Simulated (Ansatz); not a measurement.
Ansatz (a first-principles code) run on the (001) slab of SnSe2 (cut from a parent of space group no. 164; 6 atoms in the cell): self-consistent single point.

Level of theory: LDA (PW92), default PAW files made with PBE (plane waves; Ansatz).

```xyz
6
Lattice="3.7986 0.0000 0.0000 -1.8993 3.2897 0.0000 0.0000 0.0000 23.1823" Properties=species:S:1:pos:R:3 pbc="T T T"
Sn     0.0000     0.0000     8.5304
Se     0.0000     2.1931    10.0608
Se     1.8993     1.0966     7.0000
Sn     0.0000     0.0000    14.6519
Se     0.0000     2.1931    16.1823
Se     1.8993     1.0966    13.1215
```

Reference input (self-consistent single point, DFT, LDA (PW92), plane waves, default PAW files made with PBE): basis.ecutwfc = 420 eV; kpoints.mp_grid.grid = 7 7 1; hamiltonian.xc = lda; hamiltonian.pseudopotentials = {kind: paw} (the program's default PAW files); scf.occupations.method = fermi_dirac; scf.occupations.width = 0.05 eV. This run's input differs from it in these lines:

Ansatz 0.2 input:
```diff
@@ -15,3 +15,3 @@
 kpoints:
-  mp_grid: { grid: [7, 7, 1] }
+  mp_grid: { grid: [12, 12, 1] }
 hamiltonian:
```

Log, with long lists cut:

```
SCF iter   1: F=—  HF=-33293.857741 eV  |F-HF|=—  |Δ(HF+E_count)|=         —  Δρ=4.26e-3  dr2=3.89e-2  ethr=1.77e-3  ⟨swp⟩=8.5  Hψ=4649  notcnv=0  defer=11
all-band conjugate gradients solve this SCF's bands
preconditioner: auto → Resta (q_TF=auto, 2.254 Å⁻¹)
SCF iter   2: F=—  HF=-33293.850090 eV  |F-HF|=—  |Δ(HF+E_count)|=   7.65e-3  Δρ=2.07e-3  dr2=3.67e-2  ethr=4.23e-5  ⟨swp⟩=2.4  Hψ=1889  notcnv=0  defer=48
   [... lines left out ...]
SCF iter   6: F=—  HF=-33293.846053 eV  |F-HF|=—  |Δ(HF+E_count)|=   1.00e-5  Δρ=4.17e-5  dr2=6.93e-6  ethr=5.71e-8  ⟨swp⟩=2.6  Hψ=1925  notcnv=0  defer=48
SCF iter   7: F=—  HF=-33293.846052 eV  |F-HF|=—  |Δ(HF+E_count)|=   1.39e-6  Δρ=7.92e-6  dr2=4.33e-7  ethr=7.53e-9  ⟨swp⟩=2.0  Hψ=1517  notcnv=0  defer=48
SCF iter   8: F=—  HF=-33293.846052 eV  |F-HF|=—  |Δ(HF+E_count)|=   6.92e-8  Δρ=4.32e-6  dr2=1.10e-7  ethr=1.09e-10  ⟨swp⟩=12.6  Hψ=5120  notcnv=0
SCF iter   9: F=-33293.846052 eV  HF=-33293.846052 eV  |F-HF|=4.93e-9  |Δ(HF+E_count)|=   3.02e-8  Δρ=1.08e-6  dr2=5.06e-9  ethr=1.09e-10  ⟨swp⟩=4.0  Hψ=3221  notcnv=0
SCF 1 converged in 9 iterations: F = -33293.846052 eV  dr2 = 5.06e-9
Free energy (F): -33293.846052 eV
Internal energy: -33293.845994 eV  (E = F + TS)
E sigma→0 (E₀):  -33293.846023 eV
Entropy (-TS):   -0.000058 eV (-0.010 meV/atom)
Fermi energy:    1.605315 eV
--- Forces (eV/Å), atoms counted from 1 ---
  atom   1  Sn     0.00000000     0.00000000    -0.02454351
  atom   2  Se    -0.00000000     0.00000000     0.50740900
  atom   3  Se    -0.00000000    -0.00000000    -0.38888737
  atom   4  Sn     0.00000000    -0.00000000     0.02454351
  atom   5  Se    -0.00000000     0.00000000     0.38888737
  atom   6  Se    -0.00000000    -0.00000000    -0.50740900
--- Stress (GPa, compression-positive) ---
        0.219891       0.000000       0.000000
        0.000000       0.219891       0.000000
       -0.000000       0.000000       1.199838
  P = ⅓ Tr σ = 0.5465 GPa (5.465 kbar)
  The stress holds the Pulay correction. Without it, at fixed plane waves, as pw.x and ABINIT print it: P = 0.5205 GPa
```

The run converged in 9 iterations. Against the reference run the free energy drops by 1.6 meV/atom, the largest force hardly changes (0.502 to 0.507 eV/Å) and the gap on the mesh goes from 0.830 to 0.734 eV.

The starting cell has typed, rounded lattice constants, without a prior relaxation at this level. The slab is cut from that crystal, and its faces are unrelaxed. Its lattice was rescaled by up to half a per cent. Spin polarisation is off, though cut faces can carry moments; a gap of a slab can lie between surface states.
